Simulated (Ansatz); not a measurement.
Take KF in the rock salt structure (space group Fm-3m, No. 225) as the base.

```cif
data_F4K4
_chemical_formula_sum 'K4 F4'
_space_group_name_H-M_alt 'Fm-3m'
_space_group_IT_number 225
_space_group_name_Hall '-F 4 2 3'
_cell_length_a 5.30677
_cell_length_b 5.30677
_cell_length_c 5.30677
_cell_angle_alpha 90.000
_cell_angle_beta 90.000
_cell_angle_gamma 90.000
loop_
_atom_site_label
_atom_site_type_symbol
_atom_site_symmetry_multiplicity
_atom_site_Wyckoff_symbol
_atom_site_fract_x
_atom_site_fract_y
_atom_site_fract_z
_atom_site_occupancy
K1 K 4 a 0.00000 0.00000 0.00000 1
F1 F 4 b 0.50000 0.50000 0.50000 1
```
(The calculation used a cell of 2 atoms; values per cell refer to that cell.)

Computed with PBEsol (Ansatz, an electronic-structure program, PAW, no spin-orbit coupling).

Base values:

The lattice parameter a is 530.7 pm.

Modification: hydrostatic tension (pressure −1 GPa).

Question: What happens to the mean gap deformation potential ΔEg/Δln V?

Answer: The mean gap deformation potential ΔEg/Δln V comes out as -5.0 eV.

Question: Predict the new lattice parameter a.

Answer: The lattice parameter a increases by 5.76 pm (530.7 pm → 536.4 pm).

Load acts through the strain it causes; cell and atoms are relaxed under it. Stability against distortions was not tested.
